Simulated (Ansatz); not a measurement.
**Response to strain in SnO**

Start from SnO (space group P4/nmm, No. 129; a = 3.7685 Å, c = 4.5571 Å; layered, stacked along the Cartesian z axis; relaxed with 0.1 eV smearing). Axes: x, y, z lie along a, b, c of the conventional cell.

Strains are applied to the cell and any free atomic positions relax; under biaxial strain the out-of-plane vector relaxes too.

The values are results of DFT with PBEsol-D3(BJ), PAW potentials and a 420 eV plane-wave cutoff in Ansatz (an electronic-structure program), no spin-orbit coupling, not measurements.

Notes on the quantities. pressure: mean of the normal stresses, compression positive.

```json
[
 {"change": "base", "shortest interatomic distance": "221.1 pm", "pressure": "0.0 GPa", "space group": "P4/nmm (No. 129)", "band gap": "zero"},
 {"change": "biaxial strain +0.28 %, plane normal [001], relaxed out of plane", "shortest interatomic distance": "221.3 pm", "pressure": "(withheld)", "space group": "P4/nmm (No. 129)", "band gap": "zero"},
 {"change": "biaxial strain +2.70 %, plane normal [001], relaxed out of plane", "shortest interatomic distance": "(withheld)", "pressure": "-2.9 GPa", "space group": "P4/nmm (No. 129)", "band gap": "zero"},
 {"change": "isotropic strain +3.43 %", "shortest interatomic distance": "224.9 pm", "pressure": "(withheld)", "space group": "P4/nmm (No. 129)", "band gap": "(withheld)"},
 {"change": "uniaxial strain ε_yy = +1.24 %", "shortest interatomic distance": "221.3 pm", "pressure": "-0.8 GPa", "space group": "Pmmn (No. 59)", "band gap": "zero"},
 {"change": "uniaxial strain ε_zz = −5.98 %", "shortest interatomic distance": "220.1 pm", "pressure": "2.9 GPa", "space group": "P4/nmm (No. 129)", "band gap": "zero"}
]
```

What belongs in the blanks?


- biaxial strain +0.28 %, plane normal [001], relaxed out of plane, pressure: -0.3 GPa
- biaxial strain +2.70 %, plane normal [001], relaxed out of plane, shortest interatomic distance: 223.5 pm
- isotropic strain +3.43 %, pressure: -4.8 GPa
- isotropic strain +3.43 %, band gap: 0.30 eV

Whether these cells are dynamically stable was not tested. All final runs are without spin polarisation. A zero or small gap of SnO can be the functional's error rather than a property of the material.
